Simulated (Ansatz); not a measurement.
HgTe (P3₁21, No. 152, 6 atoms in the cell; start mp-358; a measured phase of this formula has another space group) was calculated with PBEsol (plane waves, PAW; Ansatz, a program for electronic structure).

Numerical settings: plane-wave cutoff 520 eV, 12×12×4 k mesh (along the axes of the cell as run), Fermi–Dirac smearing 0.01 eV, scalar-relativistic PAW data made under PBE.

Cell (relaxed at this level):

HgTe is modelled in the trigonal space group P3₁21 (No. 152), Pearson symbol hP6. Cell: a = b = 4.5129 Å, c = 10.1552 Å, α = β = 90.00°, γ = 120.00°. Hg on 3a has 2 Te at 2.737 Å and 2 Te at 3.093 Å and 2 Te at 3.616 Å. Te on 3b is surrounded by 2 Hg at 2.737 Å and 2 Hg at 3.093 Å and 2 Hg at 3.616 Å. (Neighbours: up to the widest gap in distance over summed covalent radii, below 1.35, at either atom; cation-cation and far metal-metal contacts left out.)

Problem. Give the computed band gap and smallest direct gap on the k points sampled.

Solution. 
- band gap: 0.34 eV
- smallest direct gap on the k points sampled: 0.56 eV

Spin–orbit coupling is not included; with these elements it can move the gap by several tenths of an eV or more.

Computed values are for the static lattice.

A start named mp-… is a Materials Project structure, which need not be a measured phase.
